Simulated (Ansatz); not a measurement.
We consider AlP (model structure, started from the NiAs type, P6₃/mmc, No. 194, 4 atoms in the cell), described by PBEsol (Ansatz, a program for electronic structure, plane waves, PAW).

Settings: plane-wave cutoff 520 eV, 18×18×12 k mesh (along the axes of the cell as run), Fermi–Dirac smearing 0.05 eV, scalar-relativistic PAW data made under PBE.

Cell (relaxed at this level):

```
CELL_PARAMETERS angstrom
      3.57990     0.00000     0.00000
     -1.78995     3.10029     0.00000
      0.00000     0.00000     5.72574
ATOMIC_POSITIONS crystal
  Al 0.00000 0.00000 0.00000
  Al 0.00000 0.00000 0.50000
  P  0.33333 0.66667 0.25000
  P  0.66667 0.33333 0.75000
```

Q: Predict the bulk modulus.

A: 
- bulk modulus: 111 GPa

The run finds no gap.

Note: the bulk modulus is −V dP/dV from two relaxed cells at ±2 % in volume; the relaxation could raise the start's symmetry but not lower it, so the cell can be a saddle point.

Static lattice: no zero-point or thermal effects.

It cost very roughly 60 core-seconds of CPU time.

A model structure was made by putting elements into a prototype or built by hand; it is no filed structure, need not be a known phase, and can be a saddle point held by its symmetry.
